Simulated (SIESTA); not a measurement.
SIESTA run on Au (Fm-3m, 1 atom in the cell): self-consistent single point.

Computed with LDA PW92, numerical atomic orbitals DZP, PseudoDojo LDA standard norm-conserving potentials (rewritten from UPF to PSML) in SIESTA.

```yaml
crystal:
  lattice:
    - [0.00000, 2.04000, 2.04000]
    - [2.04000, 0.00000, 2.04000]
    - [2.04000, 2.04000, 0.00000]
  atoms:
    - { symbol: Au, position: [0.00000, 0.00000, 0.00000] }
```

Reference input (self-consistent single point, DFT, GGA PBE, numerical atomic orbitals DZP, PseudoDojo PBE standard norm-conserving potentials (rewritten from UPF to PSML)): XC.functional = GGA; XC.authors = PBE; potentials = PseudoDojo PBE standard; PAO.BasisSize = DZP; PAO.EnergyShift = 0.01 Ry; MeshCutoff = 400 Ry; kgrid.MonkhorstPack = 18 18 18; OccupationFunction = MP; OccupationMPOrder = 0; ElectronicTemperature = 100 meV; MaxSCFIterations = 150; SCF.Mixer.Method = Pulay. This run's input differs from it in these lines:

```diff
@@ -1,2 +1,2 @@
-# files in the folder: Au.psml (PseudoDojo PBE standard)
+# files in the folder: Au.psml (PseudoDojo LDA standard)
 SystemName  Au
@@ -20,4 +20,4 @@
 
-XC.functional                GGA
-XC.authors                   PBE
+XC.functional                LDA
+XC.authors                   PW92
 PAO.BasisSize                DZP
```

Output (repeated stretches shortened):

```
        iscf     Eharris(eV)        E_KS(eV)     FreeEng(eV)     dDmax    Ef(eV) dHmax(eV)
   scf:    1    -4004.516063    -4010.380324    -4010.383373  1.884721  0.618047 11.905704
   scf:    2    -4015.538201    -4013.292141    -4013.294394  0.480650 -0.700959  5.105991
   scf:    3    -4014.217211    -4013.926521    -4013.927798  0.301250 -1.562126  0.104779
   scf:    4    -4013.925169    -4013.926109    -4013.927369  0.012744 -1.624158  0.125398
   scf:    5    -4013.926818    -4013.926606    -4013.927881  0.007468 -1.619613  0.000579
   scf:    6    -4013.926605    -4013.926605    -4013.927880  0.000153 -1.618576  0.003102
   scf:    7    -4013.926606    -4013.926606    -4013.927881  0.000179 -1.619280  0.000106
mix: Pulay -- inversion failed, > SVD [rank/size] 3 / 6
   scf:    8    -4013.926606    -4013.926606    -4013.927881  0.000004 -1.619265  0.000038
SCF Convergence by DM+H criterion
max |DM_out - DM_in|         :     0.0000039434
max |H_out - H_in|      (eV) :     0.0000380329
SCF cycle converged after 8 iterations

Using DM_out to compute the final energy and forces

siesta: E_KS(eV) =            -4013.9266

siesta: E_KS - E_eggbox =     -4013.9266

siesta: Atomic forces (eV/Ang):
     1   -0.000000    0.000000    0.000000
   Tot   -0.000000    0.000000    0.000000
   Max    0.000000
   Res    0.000000    sqrt( Sum f_i^2 / 3N )
   Max    0.000000    constrained

Stress tensor Voigt[x,y,z,yz,xz,xy] (kbar):       77.36       77.36       77.36       -0.00       -0.00       -0.00
(Free)E + p*V (eV/cell)    -4014.7477
Target enthalpy (eV/cell)    -4013.9279

siesta: Program's energy decomposition (eV):
siesta: FreeEng =     -4013.927881

siesta: Stress tensor (static) (eV/Ang**3):
siesta:     0.048285   -0.000000   -0.000000
siesta:    -0.000000    0.048285   -0.000000
siesta:    -0.000000   -0.000000    0.048285

siesta: Cell volume =         16.979328 Ang**3

siesta: Pressure (static):
siesta:                Solid            Molecule  Units
siesta:          -0.00052589         -0.00052589  Ry/Bohr**3
siesta:          -0.04828515         -0.04828515  eV/Ang**3
siesta:         -77.36133511        -77.36133511  kBar
```

The run converged in 8 iterations. Against the reference run the pressure goes from 6.44 to -7.74 GPa.

The starting cell has typed, rounded lattice constants, without a prior relaxation at this level. Values carry the incompleteness of an atom-centred basis. With a pressure of about -8 GPa the cell is away from its equilibrium volume at this level.
